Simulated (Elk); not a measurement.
Worked example: self-consistent single point of SnO (Pmn2_1, 4 atoms in the cell) in Elk.

Level of theory: Elk with PBEsol, all-electron FP-LAPW, Elk's shipped species files, default APW+lo basis.

The change in words: lattice scaled by 0.98. Reference geometry:
```
SnO
1.0
    3.42579     0.00000     0.00000
    0.00000     5.79382     0.00000
    0.00000     0.00000     4.31105
Sn O
2 2
Cartesian
  0.00000   1.34365   2.21217
  1.71290   4.45018   0.05665
  0.00000   5.16375   3.17664
  1.71290   0.63008   1.02112
```

Reference input (self-consistent single point, DFT, PBEsol, all-electron FP-LAPW, Elk's shipped species files, default APW+lo basis): xctype = 22; rgkmax = 7; stype = 3; swidth = 0.00183747 Ha; ngridk = 8 5 6; rmtscf = 0.88. This run's input differs from it in these lines:

```diff
@@ -19,5 +19,5 @@
 avec
-    6.4738048605    0.0000000000    0.0000000000
-    0.0000000000   10.9487405743    0.0000000000
-    0.0000000000    0.0000000000    8.1467113685
+    6.3443283853    0.0000000000    0.0000000000
+    0.0000000000   10.7297666699    0.0000000000
+    0.0000000000    0.0000000000    7.9837772923
```

Output (repeated stretches shortened):

```
│ Self-consistent loop started │
│ Loop number : 1 │
 total energy                :     -12508.7139578
│ Loop number : 2 │
 total energy                :     -12508.6773911
RMS change in Kohn-Sham potential (target) :    1.312689913     (  0.1000000000E-05)
Absolute change in total energy (target)   :   0.3656668206E-01 (  0.1000000000E-03)
│ Loop number : 3 │
 total energy                :     -12508.6198516
RMS change in Kohn-Sham potential (target) :    1.286704291     (  0.1000000000E-05)
Absolute change in total energy (target)   :   0.6668120404E-01 (  0.1000000000E-03)
│ Loop number : 4 │
   [... lines left out ...]
Absolute change in total energy (target)   :   0.4117747740E-03 (  0.1000000000E-03)
│ Loop number : 15 │
 total energy                :     -12502.8632865
RMS change in Kohn-Sham potential (target) :   0.3867014502E-06 (  0.1000000000E-05)
Absolute change in total energy (target)   :   0.1103518625E-03 (  0.1000000000E-03)
│ Loop number : 16 │
 total energy                :     -12502.8632767
RMS change in Kohn-Sham potential (target) :   0.9651306925E-07 (  0.1000000000E-05)
Absolute change in total energy (target)   :   0.3733983795E-04 (  0.1000000000E-03)
Convergence targets achieved

│ Loop number : 17 │

Energies :
 Fermi                       :     0.181493166665
 total energy                :     -12502.8632761

Density of states at Fermi energy :   0.1852267261E-04
 (states/Hartree/unit cell)

Estimated indirect band gap :   0.5288391810E-01
 from k-point      1 to k-point     14
Estimated direct band gap   :   0.7438766513E-01
 at k-point     14

Charges :
 core                        :    64.00000000
 valence                     :    52.00000000
 interstitial                :    7.284176675
 muffin-tins (core leakage)
  species :    1 (Sn)
   atom    1                 :    47.31011269     (  0.4335312897E-03)
   atom    2                 :    47.31011269     (  0.4335312897E-03)
  species :    2 (O)
   atom    1                 :    7.047798972     (  0.1311986859E-06)
   atom    2                 :    7.047798972     (  0.1311986859E-06)
 total in muffin-tins        :    108.7158233
 total calculated charge     :    116.0062223
 total charge                :    116.0000000
 error                       :   0.6222287280E-02

│ Self-consistent loop stopped │
```

The run converged in 17 iterations. The count includes the last loop, which Elk runs after its targets are met. Against the reference run the free energy drops by 37.6 meV/atom and the gap on the mesh goes from 1.514 to 1.439 eV.

The starting cell comes from a database of computed structures (which also holds hypothetical and non-ambient phases and stackings), without a prior relaxation at this level. Its lattice was rescaled by a random factor within 2.5 % of one. For this run, on top of that: lattice scaled by 0.98. Values depend on the basis (sphere radii, cutoffs, local orbitals), which need not be converged.

Cost on one core of a shared machine: roughly 2 min.
